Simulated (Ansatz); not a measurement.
# ScSi (Cmcm): band-structure transport figures

Consider the following.

```xyz
4
Lattice="1.9724 -4.9139 0.0000 1.9724 4.9139 0.0000 0.0000 0.0000 3.6382" Properties=species:S:1:pos:R:3 pbc="T T T"
Sc     1.9724     3.5460     0.9095
Sc     1.9724    -3.5460     2.7286
Si     1.9724     0.7994     0.9095
Si     1.9724    -0.7994     2.7286
```

The numbers are results of PBEsol, rigid bands (plane waves, PAW, scalar-relativistic; Ansatz, an electronic-structure program), not measurements. Geometry: cell and atoms relaxed with PBEsol.

* **density of states at the Fermi level**: 2.11 states/(eV·cell), both spins
* **bare Sommerfeld coefficient**: 1.24 mJ/(mol of atoms·K²)
* **Drude plasma energy**: 2.4 (x), 2.9 (y), 5.7 (z) eV
* **root-mean-square Fermi velocity**: 4.5e5 m/s
* **resistivity times τ**: 88 (x), 58 (y), 15.0 (z) ×10⁻²² Ω·m·s

A metal at this level (no band gap); rigid bands, thermally averaged at 300 K, both spins. Spin-orbit coupling is left out. τ is one relaxation time for all states.

Computed structure, not matched to a measured one here, so possibly hypothetical: ScSi (Cmcm).
